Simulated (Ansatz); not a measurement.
Start from SiS$_{2}$ (space group Ibam, No. 72; a = 5.8031 Å, b = 9.8918 Å, c = 5.5455 Å; made of chains).

All numbers come from r2SCAN/PAW in Ansatz (a quantum-chemistry and plane-wave program), without spin-orbit coupling.

One change was made to it. Results:

```json
[
 {"quantity": "gap character", "base": "indirect, Σ₀–Γ (22 % along) → k = (3/8, 3/8, -3/8) in the run's primitive reciprocal basis", "after": "indirect, Σ₀–Γ (20 % along) → G₀–X (75 % along)"},
 {"quantity": "band gap", "base": "3.31 eV", "after": "3.01 eV"},
 {"quantity": "volume per atom", "base": "26.53 Å³", "after": "22.94 Å³"}
]
```

### Question
Which of these changes matches the shifts?
A. pressure 9 GPa
B. pressure 18 GPa
C. pressure 1.8 GPa

### Answer
C, pressure 1.8 GPa. For comparison, the band gap in the other runs: pressure 18 GPa gives 2.02 eV; pressure 9 GPa gives 2.54 eV.

Load acts through the strain it causes; cell and atoms are relaxed under it. Whether these cells are dynamically stable was not tested. Competing high-pressure phases were not computed. No dispersion term is included, though the crystal is made of layers, chains or molecules, so its spacings can come out too wide.
